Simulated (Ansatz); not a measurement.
Band structure of Na₂S (Fm-3m, 3 atoms in the cell).

```yaml
crystal:
  lattice:
    - [0.00000, 3.24916, 3.24916]
    - [3.24916, 0.00000, 3.24916]
    - [3.24916, 3.24916, 0.00000]
  atoms:
    - { symbol: Na, position: [0.25000, 0.25000, 0.25000] }
    - { symbol: Na, position: [0.75000, 0.75000, 0.75000] }
    - { symbol: S, position: [0.00000, 0.00000, 0.00000] }
```

Computed with PBE (plane waves, PAW; Ansatz, a first-principles code).

Settings: kpoints.mp_grid.grid = 5 5 5; hamiltonian.xc = pbe; hamiltonian.pseudopotentials = {kind: paw} (the program's default PAW files); scf.occupations.method = fixed; kpoints.band_path.npoints = 8.

The starting cell comes from a database of computed structures (which also holds hypothetical and non-ambient phases and stackings), without a prior relaxation at this level.

Predict the gap along the standard path and the places of the band edges.

The gap along the path is 2.55 eV, direct at Γ to within 0.01 eV.

Levels in eV from the top of the valence band on the path, bands 9 to 15:
| point | 9 | 10 | 11 | 12 | 13 | 14 | 15 |
|---|---|---|---|---|---|---|---|
| Γ | -10.16 | 0.00 | 0.00 | 0.00 | 2.55 | 7.79 | 7.79 |
| X | -9.83 | -1.50 | -0.47 | -0.47 | 3.85 | 6.06 | 8.62 |
| W | -9.83 | -1.03 | -1.03 | -0.59 | 4.83 | 7.31 | 7.31 |
| K | -9.84 | -1.25 | -0.94 | -0.36 | 4.57 | 6.50 | 7.99 |
| L | -9.91 | -1.67 | -0.13 | -0.13 | 4.87 | 6.53 | 7.18 |
| U | -9.84 | -1.25 | -0.94 | -0.36 | 4.57 | 6.50 | 7.99 |

Keys are those of Ansatz 0.2.
